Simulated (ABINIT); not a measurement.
Input and output of a self-consistent single point for Tc (P-1, 2 atoms in the cell) (ABINIT).

Level of theory: PBE, norm-conserving pseudopotentials (PseudoDojo nc-sr-05 PBE standard) (plane waves; ABINIT).

The change in words: lattice scaled by 0.98. Reference geometry:
```yaml
crystal:
  lattice:
    - [2.73658, 0.00000, 0.00000]
    - [-1.36829, 2.36995, 0.00000]
    - [0.00000, 0.00000, 4.39490]
  atoms:
    - { symbol: Tc, position: [0.33168, 0.66549, 0.25249] }
    - { symbol: Tc, position: [0.66832, 0.33451, 0.74751] }
```

Reference input (self-consistent single point, DFT, PBE, plane waves, norm-conserving pseudopotentials (PseudoDojo nc-sr-05 PBE standard)): pseudos = [Tc.upf]; ecut = 84 Ry; ixc = 11; occopt = 3; tsmear = 0.1 eV; ngkpt = 10 10 6; nshiftk = 1; shiftk = 0 0 0; potentials = PseudoDojo nc-sr-05 PBE standard; nband = 21; kptopt = 1; nstep = 100. This run's input differs from it in these lines:

```diff
@@ -3,6 +3,6 @@
 pseudos "Tc.upf"
-acell 2.7365800000 2.7365801736 4.3949000000 Angstrom
+acell 2.6818480000 2.6818484355 4.3070020000 Angstrom
 rprim
-         1.0000000000   -0.0000000000    0.0000000000
-        -0.4999999683    0.8660254221    0.0000000000
+         1.0000000000    0.0000000000    0.0000000000
+        -0.4999999188    0.8660254507    0.0000000000
          0.0000000000    0.0000000000    1.0000000000
```

Log, with long lists cut:

```
--- !BeginCycle
solver: {iscf: 7, nstep: 100, nline: 4, wfoptalg: 0, }
tolerances: {tolvrs: 1.00E-12, }
...

     iter   Etot(hartree)      deltaE(h)  residm     vres2
 ETOT  1  -169.59756505039    -1.696E+02 3.950E-01 4.509E+01
 ETOT  2  -169.68504669958    -8.748E-02 4.505E-02 1.629E+01
 ETOT  3  -169.68943843162    -4.392E-03 1.032E-02 1.257E-02
 ETOT  4  -169.68944179932    -3.368E-06 9.112E-03 4.741E-04
 ETOT  5  -169.68944184616    -4.684E-08 3.577E-03 3.573E-05
 ETOT  6  -169.68944184999    -3.827E-09 4.045E-03 8.302E-07
 ETOT  7  -169.68944185010    -1.158E-10 4.870E-03 1.141E-08
 ETOT  8  -169.68944185011    -1.876E-12 2.703E-03 1.861E-10
 ETOT  9  -169.68944185010     6.821E-13 1.479E-03 8.579E-13
 At SCF step    9       vres2   =  8.58E-13 < tolvrs=  1.00E-12 =>converged.

 Cartesian components of stress tensor (hartree/bohr^3)
  sigma(1 1)= -9.29496695E-04  sigma(3 2)=  1.13665693E-06
  sigma(2 2)= -9.17904950E-04  sigma(3 1)=  1.19406396E-06
  sigma(3 3)= -8.70246500E-04  sigma(2 1)= -6.02910973E-06

 ----iterations are completed or convergence reached----

 reduced coordinates (array xred) for    2 atoms
       0.331682000000      0.665489000000      0.252487000000
       0.668318000000      0.334511000000      0.747513000000
 cartesian forces (eV/Angstrom) at end:
    1      0.02341633928385     0.02260204319557    -0.09081089627900
    2     -0.02341633928385    -0.02260204319557     0.09081089627900
 frms,max,avg= 5.5694991E-02 9.0810896E-02   0.000E+00  0.000E+00  0.000E+00 e/A
   [... lines left out ...]
 Fermi (or HOMO) energy (hartree) =   0.72206   Average Vxc (hartree)=  -0.53644
   [... lines left out ...]
total_energy        : -1.69689441850105E+02
total_energy_eV     : -4.61748453917235E+03
band_energy         : -6.68366012107881E+00
...

-Cartesian components of stress tensor (GPa)         [Pressure=  2.6652E+01 GPa]
- sigma(1 1)= -2.73467323E+01  sigma(3 2)=  3.34415959E-02
- sigma(2 2)= -2.70056915E+01  sigma(3 1)=  3.51305688E-02
- sigma(3 3)= -2.56035317E+01  sigma(2 1)= -1.77382503E-01

 Calculation completed.
```

The run converged in 9 iterations. Against the reference run the free energy goes up by 78.9 meV/atom, the pressure goes from 4.59 to 26.65 GPa and the largest force goes from 0.037 to 0.096 eV/Å.

The starting cell comes from a database of computed structures (which also holds hypothetical and non-ambient phases and stackings), without a prior relaxation at this level. Its atoms were displaced at random from the sites of space group no. 194. For this run, on top of that: lattice scaled by 0.98. Spin polarisation is off. With a pressure of about 27 GPa the cell is away from its equilibrium volume at this level.

Cost on one core of a shared machine: roughly 4 min.
